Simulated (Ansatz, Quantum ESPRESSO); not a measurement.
**One structure in several programs: LaAsRh (I4_1md, 6 atoms in the cell)**

Self-consistent single point, at a second geometry (lattice scaled by 0.98). First geometry:

```xyz
6
Lattice="-2.0825 2.0825 7.4129 2.0825 -2.0825 7.4129 2.0825 2.0825 -7.4129" Properties=species:S:1:pos:R:3 pbc="T T T"
La     0.0000     0.0000     2.5070
La     0.0000     2.0825     6.2135
As     0.0000     0.0000    11.1202
As     0.0000     2.0825     0.0009
Rh     2.0825     0.0000     4.9656
Rh     0.0000     0.0000     8.6721
```

Shared settings, as Ansatz (a first-principles code) writes them: kpoints.mp_grid.grid = 5 5 5; scf.occupations.method = fermi_dirac; scf.occupations.width = 0.1 eV. Potentials and cutoffs stand in the table.

```
code                                                             model  ΔF from the first geometry (meV/atom)  pressure (GPa)  largest force (eV/Å)   cutoff
----------------  ----------------------------------------------------  -------------------------------------  --------------  --------------------  -------
Ansatz                                 PBEsol, PAW files made with PBE                                   29.0            7.97                 0.075  default
Quantum ESPRESSO  PBEsol, GBRV 1.5 ultrasoft (PBESOL) pseudopotentials                                   33.8            8.22                 0.077    40 Ry
```

For Quantum ESPRESSO (by 0.5 GPa) the energy change implies a higher mean pressure, against the two pressures, than for the other programs: a sign of finite-basis (Pulay) stress.

Size of the force on each atom (eV/Å): Sizes of forces hide their directions.

| code | La1 | La2 | As3 | As4 | Rh5 | Rh6 |
|---|---|---|---|---|---|---|
| Ansatz | 0.025 | 0.025 | 0.075 | 0.075 | 0.051 | 0.051 |
| Quantum ESPRESSO | 0.028 | 0.028 | 0.077 | 0.077 | 0.049 | 0.049 |

On Ansatz's run: spin polarisation is off.

The spread over the programs that give each value: ΔF from the first geometry within 4.8 meV/atom; pressure within 0.25 GPa; largest force within 0.002 eV/Å.

Ansatz's pressure is given at a fixed set of plane waves, as the other plane-wave codes print theirs; with its correction for the finite basis it is 8.01 GPa.

The starting cell comes from a database of computed structures (which also holds hypothetical and non-ambient phases and stackings), without a prior relaxation at this level. Its lattice was rescaled by a random factor within 2.5 % of one. For this run, on top of that: lattice scaled by 0.98.

Keys are those of Ansatz 0.2.
